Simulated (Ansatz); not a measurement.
The parent structure is Nb$_{3}$Sn in the A15 (Cr3Si type) structure (space group Pm-3n, No. 223; a = 5.259 Å).

All numbers come from plane-wave PAW DFT at the PBEsol level (Ansatz, a program for electronic structure, 420 eV), no SOC.

Before the change:

The lattice parameter a comes out as 5.259 Å.

Modification: a hydrostatic pressure of 0.3 GPa.

Task: Estimate the effect on the lattice parameter a.

Result: The lattice parameter a decreases by 0.003 Å (5.259 Å → 5.256 Å).

Load acts through the strain it causes; cell and atoms are relaxed under it. No phonon test of stability was made. The final runs are not spin-polarised.
